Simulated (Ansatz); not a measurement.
## Quick settings and what they miss: a (100) slab of NbPd3 (cut from a parent of space group no. 139; 16 atoms in the cell)

Self-consistent single point.

```yaml
crystal:
  lattice:
    - [3.93103, 0.00000, 0.00000]
    - [0.00000, 8.06579, 0.00000]
    - [0.00000, 0.00000, 17.87480]
  atoms:
    - { symbol: Nb, position: [0.00000, 0.00000, 0.44522] }
    - { symbol: Nb, position: [0.50000, 0.50000, 0.33567] }
    - { symbol: Nb, position: [0.00000, 0.00000, 0.66433] }
    - { symbol: Nb, position: [0.50000, 0.50000, 0.55478] }
    - { symbol: Pd, position: [0.50000, 0.00000, 0.33567] }
    - { symbol: Pd, position: [0.50000, 0.25000, 0.44522] }
    - { symbol: Pd, position: [0.00000, 0.25000, 0.33567] }
    - { symbol: Pd, position: [0.00000, 0.50000, 0.44522] }
    - { symbol: Pd, position: [0.00000, 0.75000, 0.33567] }
    - { symbol: Pd, position: [0.50000, 0.75000, 0.44522] }
    - { symbol: Pd, position: [0.50000, 0.00000, 0.55478] }
    - { symbol: Pd, position: [0.50000, 0.25000, 0.66433] }
    - { symbol: Pd, position: [0.00000, 0.25000, 0.55478] }
    - { symbol: Pd, position: [0.00000, 0.50000, 0.66433] }
    - { symbol: Pd, position: [0.00000, 0.75000, 0.55478] }
    - { symbol: Pd, position: [0.50000, 0.75000, 0.66433] }
```

Level of theory: PBEsol, PAW files made with PBE (plane waves; Ansatz, a program for electronic structure).

Base settings: basis.ecutwfc = 420 eV; kpoints.mp_grid.grid = 8 4 1; hamiltonian.xc = pbesol; hamiltonian.pseudopotentials = {kind: paw} (the program's default PAW files); scf.occupations.method = methfessel_paxton; scf.occupations.width = 0.2 eV.

Tight run (finer mesh or higher cutoff; not a proven limit): basis.ecutwfc: 420 eV → 590 eV; kpoints.mp_grid.grid: 8 4 1 → 11 6 1; scf.convergence.dr2_threshold: default (1e-07 eV) → 1e-09 eV. It gave Fermi level (on the code's own zero) 6.07 eV; pressure averaged over the cell with its vacuum -5.96 GPa; largest force (vector length) 1.593 eV/Å.

Quick runs, as changes from the base:
- A: the base itself
- B: basis.ecutwfc: 420 eV → 335 eV; kpoints.mp_grid.grid: 8 4 1 → 6 6 1; hamiltonian.xc: pbesol → lda [LDA (PW92)]
- C: basis.ecutwfc: 420 eV → 295 eV; kpoints.mp_grid.grid: 8 4 1 → 8 8 1; hamiltonian.xc: pbesol → lda [LDA (PW92)]
- D: basis.ecutwfc: 420 eV → 250 eV; kpoints.mp_grid.grid: 8 4 1 → 6 6 1; scf.occupations.method: methfessel_paxton → cold
- E: basis.ecutwfc: 420 eV → 210 eV; kpoints.mp_grid.grid: 8 4 1 → 4 4 1; hamiltonian.xc: pbesol → lda; scf.occupations.method: methfessel_paxton → fermi_dirac; scf.convergence.dr2_threshold: default (1e-07 eV) → 0.001 eV [LDA (PW92)]
- F: basis.ecutwfc: 420 eV → 250 eV; kpoints.mp_grid.grid: 8 4 1 → 1 1 1

Energies are extrapolated to zero smearing width, which holds to low order in the width alone.

Dashes: energy of B, C, E, another energy zero; time of E, F, under 30 s.

† marks runs with another functional, U, potentials or spin treatment: their distance from the tight run is not a convergence error alone.

The count of work is k-points × plane waves × bands × iterations; it is no time. Core times come from one kind of shared machine and are given to one figure; runs under 30 s give none.

The starting cell comes from a database of computed structures (which also holds hypothetical and non-ambient phases and stackings), without a prior relaxation at this level. The slab is cut from that crystal, and its faces are unrelaxed. Its lattice was rescaled in the plane by a random factor within 2.5 % of one. Spin polarisation is off. In the base run, forces exceed 1 eV/Å.

```csv
run,energy less tight (meV/atom),largest miss in a force vector (eV/Å),count of work / tight,core time / tight (rough)
A,1.0,0.013,0.33,0.3
B†,–,0.281,0.23,0.2
C†,–,0.305,0.30,0.3
D,1111.2,0.277,0.15,0.2
E†,–,0.854,0.045,–
F,653.0,1.892,0.012,–
```

Among the runs at the tight run's level, the energy misses run from 1.0 to 1111.2 meV/atom.

Keys are those of Ansatz 0.2.
